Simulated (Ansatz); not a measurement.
Ansatz (a first-principles code), DFT, PBE, plane waves, its default PAW files: Al(100) slab of 24 layers, 1x1, O adatom, atoms displaced (Al24O), unrelaxed, 25 atoms. Basis and mesh were picked for this test and aren't claimed converged.

| Property | Value |
|---|---|
| cell | 2.86, 2.86, 58.17 Å; 90, 90, 90° |
| distance to the nearest atom | 1.94 to 2.85 Å |
| task | single point |
| k mesh | 8×8×1 |
| hamiltonian.xc | pbe |
| kind of files | paw |
| scf.occupations.method | gaussian |
| scf.occupations.width | 0.1 eV |
| output.forces | true |
| binding of workers (--pin) | off |
| k-point pools (--kpoint-pools) | 1 |
| memory maximum (--max-ram) | 8GiB |
| accuracy | medium (default) |
| basis.precision | auto (default) |
| basis.xc_grid | 2 (default) |
| scf.eigensolver.kind | auto (default) |
| scf.convergence.dr2_threshold | 1e-07 (default) |
| scf.lower_state_search | light (default) |
| k-points after symmetry | 34 |
| bands at the start | 64 |
| electrons | 78 |
| plane waves at Γ | 9311 |
| cutoff (eV) | 420 |
| FFT grid | 20×20×400 |
| symmetry operations | 1 |

Settings of this run: scf.mixing.algorithm = auto, scf.mixing.preconditioner = kerker; 4 threads.

| iteration | dr2 (eV) | Hψ |
|---|---|---|
| 1 | 1.91e3 | 13243 |
| 2 | 3.78e2 | 4197 |
| 3 | 1.93e2 | 4560 |
| 4 | 1.43e1 | 4486 |
| 5 | 1.23e1 | 2362 |
| 6 | 4.48e0 | 2303 |
| 7 | 5.88e-1 | 1916 |
| 8 | 1.46e-1 | 1949 |
| 9 | 6.47e-1 | 2104 |
| 10 | 8.93e-1 | 1863 |
| 11 | 6.56e-1 | 2170 |
| 12 | 9.47e-3 | 1671 |
| 13 | 1.29e-2 | 2125 |
| 14 | 5.07e-2 | 1676 |
| 15 | 4.08e-3 | 1669 |
| 16 | 7.35e-4 | 1700 |
| 17 | 1.44e-3 | 1876 |
| 18 | 1.30e-2 | 2915 |
| 19 | 1.57e-4 | 2929 |
| 20 | 4.07e-5 | 3017 |
| 21 | 8.45e-6 | 2609 |
| 22 | 1.28e-5 | 2982 |
| 23 | 1.69e-6 | 1708 |
| 24 | 7.43e-6 | 1877 |
| 25 | 9.88e-7 | 1725 |
| 26 | 1.07e-6 | 1726 |
| 27 | 1.44e-7 | 1869 |
| 28 | 4.29e-9 | 5385 |

It converged after 28 SCF iterations.

The cycle is slow. Which setting should be changed?

Several could match; the one computed here: scf.mixing.preconditioner = auto (default) (11 SCF iterations) or scf.mixing.preconditioner = ldos (11 SCF iterations), all else kept. The other changes of this size gave: scf.mixing.algorithm = broyden (29); scf.mixing.preconditioner = kerker_dos (35); scf.mixing.preconditioner = none (57); scf.mixing.preconditioner = local_kerker (65). In that run the program took: scf.mixing.algorithm MSR1, scf.mixing.preconditioner LDOS, scf.eigensolver.kind band_cg, --slots 4. The first change moves the result by: energy under 0.001 meV/atom, forces (largest component) 0.074 meV/Å. Counts are of single runs.

Keys are those of Ansatz 0.2.
